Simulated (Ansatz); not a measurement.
Given:

```yaml
crystal:
  lattice:
    - [5.01829, 0.00000, 0.00000]
    - [0.00000, 6.27105, 0.00000]
    - [0.00000, 0.00000, 4.04280]
  atoms:
    - { symbol: Cd, position: [0.50000, 0.50000, 0.50000] }
    - { symbol: Cd, position: [0.00000, 0.00000, 0.00000] }
    - { symbol: S, position: [0.66970, 0.90432, 0.50000] }
    - { symbol: S, position: [0.16970, 0.59568, 0.00000] }
    - { symbol: S, position: [0.83030, 0.40432, 0.00000] }
    - { symbol: S, position: [0.33030, 0.09568, 0.50000] }
```

No spin polarisation.

Calculations: PBEsol (Ansatz, an electronic-structure program, PAW, scalar-relativistic without spin-orbit coupling). Γ-centred 7×6×8 mesh, Fermi–Dirac width 0.05 eV.

Task: Predict the valence-band top at Γ, gap character, smallest direct gap and band gap.

Result: The valence-band top at Γ (three highest levels, from the VBM) is 0.00, -0.16, -0.27 eV, the gap character is indirect, Γ → Γ–X (71 % along) and the smallest direct gap is 0.96 eV. The band gap is 0.60 eV.

Whether these cells are dynamically stable was not tested. The cell was made from FeS2 by this change: Fe → Cd; the result is a hypothetical phase, not in the database extracts checked.
